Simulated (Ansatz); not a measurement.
A computed series for ZnO: response to strain

Take ZnO in the wurtzite structure (space group P6_3mc, No. 186) as the base.

```xyz
4
Lattice="3.2795 0.0000 0.0000 -1.6397 2.8401 0.0000 0.0000 0.0000 5.2937" Properties=species:S:1:pos:R:3 pbc="T T T"
Zn     0.0000     1.8934     0.0077
Zn     1.6397     0.9467     2.6546
O      0.0000     1.8934     2.0145
O      1.6397     0.9467     4.6613
```

Cartesian axes are those of the cell as printed.

Strains are applied to the cell and any free atomic positions relax; under biaxial strain the out-of-plane vector relaxes too.

Level of theory: PBE (Ansatz, a quantum-chemistry and plane-wave program), spin-orbit coupling left out.

Candidates:
(a) biaxial strain +1.80 %, plane normal [001], relaxed out of plane
(b) biaxial strain +3.00 %, plane normal [001], relaxed out of plane
(c) biaxial strain +0.60 %, plane normal [001], relaxed out of plane

Question: Order them by out-of-plane strain, highest first.

Answer: (c) biaxial strain +0.60 %, plane normal [001], relaxed out of plane (-0.55 %), (a) biaxial strain +1.80 %, plane normal [001], relaxed out of plane (-1.70 %), (b) biaxial strain +3.00 %, plane normal [001], relaxed out of plane (-2.88 %)

Stability against distortions was not tested.
